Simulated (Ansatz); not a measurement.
Coverage and cell size: S on the 1x1 (111) surface of fcc Rh, one adsorbate a cell, in each cell the lowest of the starts that converged. Energies against ⅛ S8(g), without dispersion, zero-point or thermal terms; small cells hold the layer to their symmetry. A negative adsorption energy means that the adsorbate is more stable on the surface than in its reference.

Method: PBE (plane waves to 420 eV, PAW; Ansatz, a first-principles code).

```csv
"area an adsorbate, end state",atoms,E_ads (eV),height (Å),Δ work function (eV),rough cost
"6 Å², bonded to Rh",5,-0.44,2.20,-0.37,about 2.6 core-minutes (a rough figure)
"13 Å², bonded to 3 Rh",9,[?],1.65,-0.22,roughly 8 core-minutes
"25 Å², bonded to 3 Rh",17,-2.37,1.62,0.05,about 13 core-minutes (a rough figure)
```

Question: Fill in the missing entries.

Answer: 
- 13 Å², bonded to 3 Rh, E_ads (eV): -1.65
